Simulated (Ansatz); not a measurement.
What pressure 15 GPa does to ZnS

Start from ZnS in the wurtzite structure (space group P6_3mc, No. 186; a = 3.845 Å, c = 6.305 Å).

One thing is altered: cell and atoms relaxed at a pressure of 15 GPa.

Computed with Ansatz (a first-principles code) PBE, without spin-orbit coupling. k-mesh 10×10×5 (Γ-centred); smearing 0.05 eV (Fermi–Dirac).

| quantity | base | changed | shift |
|---|---|---|---|
| lattice parameter a | 3.845 Å | 3.643 Å | -0.202 Å |
| c/a ratio | 1.640 | 1.652 | +0.012 |
| shortest interatomic distance | 2.357 Å | 2.239 Å | -0.118 Å |
| enthalpy H = E + PV relative to the base's energy | – | +1.74 eV/atom | – |
| band gap | 2.08 eV | 2.76 eV | +0.68 eV |
| gap character | direct at Γ | direct at Γ | – |
| width of the top valence band | 2.03 eV | 2.59 eV | +0.56 eV |
| electron mass | 0.16 mₑ along c, 0.18 mₑ across (at Γ) | 0.17 mₑ along c, 0.22 mₑ across (at Γ) | – |
| valence-band top at Γ (three highest levels, from the VBM) | 0.00, 0.00, -0.07 eV | 0.00, 0.00, -0.15 eV | – |

Load acts through the strain it causes; cell and atoms are relaxed under it. Effective masses come from finite differences of ±0.01 Å⁻¹. Whether these cells are dynamically stable was not tested. Tetrahedral semiconductors of this kind turn to denser phases somewhere between about 1 and 50 GPa; those were not computed, so compressed cells here can lie past the real transition.
